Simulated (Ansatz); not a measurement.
**How far to go with the plane-wave cutoff: InBi (R3m, 2 atoms in the cell)**

```yaml
crystal:
  lattice:
    - [0.00000, 3.39369, 3.39369]
    - [3.39369, 0.00000, 3.39369]
    - [3.39369, 3.39369, 0.00000]
  atoms:
    - { symbol: In, position: [0.00425, 0.00425, 0.00425] }
    - { symbol: Bi, position: [0.25000, 0.25000, 0.25000] }
```

Method of the run: PBEsol, default PAW files made with PBE (plane waves; Ansatz, a first-principles code).

Base settings: basis.ecutwfc = 30.9 Ry; kpoints.mp_grid.grid = 9 9 9; hamiltonian.xc = pbesol; hamiltonian.pseudopotentials = {kind: paw} (the program's default PAW files); scf.occupations.method = gaussian; scf.occupations.width = 0.0073 Ry.

The second cell is the first with its lattice scaled by 0.98.

The mesh stays at the base's, so the ladder's end is converged at best in this setting alone.

The first pressure column holds Ansatz's estimate of the finite-basis (Pulay) stress, which hides part of the cutoff error; the other is without it.

Only quantities that move along the ladder and can be compared are tabulated.

The count of work is k-points × plane waves × bands × iterations; it is no time. 

The starting cell comes from a database of computed structures (which also holds hypothetical and non-ambient phases and stackings), without a prior relaxation at this level. Its lattice was rescaled by up to half a per cent. One atom was moved a little off its site on purpose.

Steps (basis.ecutwfc): 10.7 Ry; 12.5 Ry; 14 Ry; 15.4 Ry; 16.9 Ry; 18.4 Ry; 21.7 Ry; 24.6 Ry; 27.9 Ry; 30.9 Ry; 33.8 Ry; 37.1 Ry; 41.5 Ry; 46.3 Ry; 54 Ry; 61.7 Ry; 74.2 Ry.

**Question.** What is the coarsest basis.ecutwfc that holds the energy of the compressed cell less the first within 1 meV/atom of the last step, with all finer ones?

**Answer.** 24.6 Ry, at 0.18 of the last step's count of work; the step before is off by 1.5 meV/atom.

**Question.** What is the coarsest basis.ecutwfc that holds the forces within 0.005 eV/Å of the last step, with all finer ones?

**Answer.** 24.6 Ry, at 0.18 of the last step's count of work; the step before is off by 0.007 eV/Å.

**Question.** What is the coarsest basis.ecutwfc that holds the free energy within 1 meV/atom of the last step, with all finer ones?

**Answer.** 33.8 Ry, at 0.31 of the last step's count of work; the step before is off by 1.4 meV/atom.

```tsv
basis.ecutwfc	free energy less the last step's (meV/atom)	energy of the compressed cell less the first (meV/atom)	pressure (GPa)	pressure without the Pulay estimate (GPa)	largest difference of a force vector from the last step's (eV/Å)	count of work / last
10.7 Ry	72058.83	284.63	-6.69	-1075.94	0.574	0.074
12.5 Ry	28204.06	289.00	1.83	-514.07	0.126	0.092
14 Ry	12581.91	-18.99	-5.40	-263.34	0.151	0.091
15.4 Ry	5901.86	12.63	-0.67	-139.17	0.116	0.093
16.9 Ry	2485.06	28.08	-0.31	-67.18	0.057	0.12
18.4 Ry	1012.83	4.59	-0.03	-31.93	0.002	0.13
21.7 Ry	105.16	2.87	-0.88	-5.53	0.007	0.15
24.6 Ry	10.35	1.74	-0.92	-1.48	0.002	0.18
27.9 Ry	2.11	1.41	-0.93	-0.95	0.000	0.24
30.9 Ry	1.41	1.37	-0.93	-0.96	0.000	0.25
33.8 Ry	0.71	1.33	-0.93	-0.95	0.000	0.31
37.1 Ry	0.40	1.33	-0.93	-0.94	0.000	0.34
41.5 Ry	0.28	1.33	-0.93	-0.94	0.000	0.42
46.3 Ry	0.15	1.33	-0.93	-0.94	0.000	0.48
54 Ry	0.10	1.33	-0.93	-0.93	0.000	0.61
61.7 Ry	0.05	1.33	-0.93	-0.94	0.000	0.74
74.2 Ry	0.00	1.33	-0.93	-0.93	0.000	1.0
```

The energy difference between the two cells stays within 1 meV/atom of the last step's from 24.6 Ry on, the total only from 33.8 Ry on: much of the error is common to both cells and cancels.

At the lowest cutoff the pressure without the Pulay estimate lies 1080 GPa under the last step's, the usual sign of Pulay stress in an incomplete plane-wave basis.

Keys are those of Ansatz 0.2.
